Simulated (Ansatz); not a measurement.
Start from InP in the CsCl type structure (space group Pm-3m, No. 221; a = 3.449 Å; a hypothetical phase, not in the database extracts checked; relaxed with 0.1 eV smearing). Axes: x, y, z lie along the cube axes.

Calculations: Ansatz (a quantum-chemistry and plane-wave program) PBE, scalar-relativistic without spin-orbit coupling.

Now apply this change: biaxial strain +0.32 %, plane normal [001], relaxed out of plane (Cartesian); in-plane vectors clamped, the third vector and the atoms free.

### Question
Estimate the effect on the out-of-plane strain, in-plane stress and energy relative to the base.

### Answer
The out-of-plane strain is -0.57 %; the mean in-plane stress (compression positive) comes out as -0.1 GPa; the energy stays essentially unchanged.

No phonon test of stability was made. The final runs are not spin-polarised.
